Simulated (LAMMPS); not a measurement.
Quenches with several potentials: a melt of Al (fcc) with 10 % of Al sites Cu, cooled from 1370 K to 300 K at 1e+13 K/s, at zero pressure.

The levels:
- EAM-type AlCu.adp: classical MD, pair style adp, file AlCu.adp (LAMMPS); Apostol and Mishin, Phys Rev B 83, 054116 (2011)
- EAM-type AlCu.eam.alloy: classical MD, pair style eam/alloy, file AlCu.eam.alloy (LAMMPS); Cai and Ye, Phys Rev B, 54, 8398-8410 (1996)
- MEAM AlSiMgCuFe.meam: classical MD, pair style meam, file AlSiMgCuFe.meam (LAMMPS); Jelinek, Groh, Horstemeyer, Houze, Kim, Wagner, Moitra and Baskes, Phys Rev B, 85, 245102 (2012)

| potential | state | density | coordination number of Al by Cu | most common Al-Al-Al angle | energy above the crystal | rough cost (ms per atom and simulated ps) |
|---|---|---|---|---|---|---|
| EAM-type AlCu.adp | glass | 3.10 g/cm³ (one sample) | 0.99 (counted to 3.14 Å) | at the 3° bin centred on 58.5°, after smoothing over three bins (mean of all 96°) | 0.032 eV/atom | 1 to 3 |
| EAM-type AlCu.eam.alloy | partly crystallised | 3.03 g/cm³ (one sample) | 1.28 (counted to 3.58 Å) | at the 3° bin centred on 58.5°, after smoothing over three bins (mean of all 96°) | - | 0.3 to 1 |
| MEAM AlSiMgCuFe.meam | glass | 3.06 g/cm³ (one sample) | 0.93 (counted to 3.10 Å) | at the 3° bin centred on 58.5°, after smoothing over three bins (mean of all 98°) | 0.026 eV/atom | 3 to 10 |

Costs are rough: whole-run CPU time with set-up and analysis, from shared machines, in bands a factor of about three wide.

Caution (row EAM-type AlCu.eam.alloy): the cell keeps the atom count and shape of the starting crystal, which eases freezing.
